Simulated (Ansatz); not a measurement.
Hypothetical Cc Ga2O3, pressure series

Start from Ga2O3 (space group Cc, No. 9; a hypothetical phase, not in the database extracts checked).

```
CELL_PARAMETERS angstrom
      4.77445    -2.93898     0.00000
      4.77445     2.93898     0.00000
     -2.21849     0.00000     4.75546
ATOMIC_POSITIONS crystal
  Ga 0.94842 0.20089 0.47606
  Ga 0.20089 0.94842 0.97606
  Ga 0.63128 0.83637 0.57423
  Ga 0.83637 0.63128 0.07423
  O  0.03709 0.28286 0.87092
  O  0.28286 0.03709 0.37092
  O  0.93187 0.81459 0.89343
  O  0.81459 0.93187 0.39343
  O  0.49189 0.74171 0.81039
  O  0.74171 0.49189 0.31039
```

Cell and atoms are relaxed at each pressure.

Computed with PBEsol (Ansatz, a first-principles code), spin-orbit coupling left out.

Computed cases, in order: pressure −2 GPa; pressure −1 GPa; 0 GPa (base); pressure 0.3 GPa; pressure 0.7 GPa; pressure 1.5 GPa; pressure 3 GPa; pressure 5 GPa; pressure 7.5 GPa; pressure 10 GPa.

Q: Between which two neighbouring cases does the gap turn between direct and indirect?

A: Between pressure 1.5 GPa (2.44 eV, indirect, Y₂ → Γ) and pressure 3 GPa (2.70 eV, direct at Γ). The whole series: pressure −2 GPa: 2.36 eV, indirect, Y₂ → Γ; pressure −1 GPa: 2.39 eV, indirect, Y₂ → Γ; 0 GPa (base): 2.42 eV, indirect, Y₂ → Γ; pressure 0.3 GPa: 2.42 eV, indirect, Y₂ → Γ; pressure 0.7 GPa: 2.43 eV, indirect, Y₂ → Γ; pressure 1.5 GPa: 2.44 eV, indirect, Y₂ → Γ; pressure 3 GPa: 2.70 eV, direct at Γ; pressure 5 GPa: 2.74 eV, direct at Γ; pressure 7.5 GPa: 2.77 eV, direct at Γ; pressure 10 GPa: 2.78 eV, direct at Γ.

Load acts through the strain it causes; cell and atoms are relaxed under it. Stability against distortions was not tested. No other phases were tried under pressure. Along this pressure series the structure jumps between pressure 1.5 GPa and pressure 3 GPa; cells beyond that are another form of it. k-point labels follow each cell's own Brillouin zone.
